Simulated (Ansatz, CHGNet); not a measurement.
For AlB2-type MgB2, the machine-learned potential CHGNet-r²SCAN (trained on r²SCAN data) gives:

| Item | Result |
|---|---|
| equilibrium lattice constant a | 3.062 Å |
| c axis length | 3.523 Å |

**Question.** What does r²SCAN (Ansatz, a program for electronic structure, plane waves, PAW) give for the same quantities?

**Answer.** 
- lattice constant a: 3.069 Å (grows by 0.2 %)
- lattice parameter c: 3.511 Å (falls by 0.3 %)

For comparison: lattice constant a 3.083 Å (measured, 300 K, not corrected to a static lattice; as tabulated in Loa et al. (2002), arXiv:cond-mat/0206051); lattice parameter c 3.521 Å (measured, 300 K, not corrected to a static lattice; as tabulated in Loa et al. (2002), arXiv:cond-mat/0206051).

Changes are worked out from the printed values.

Unless a cell is named, each level is at its own relaxed cell (CHGNet-r²SCAN 9.53, r²SCAN 9.54 Å³/atom).

Ansatz's density-functional and Hartree–Fock values are scalar-relativistic unless marked +SOC, with PAW data made under PBE.
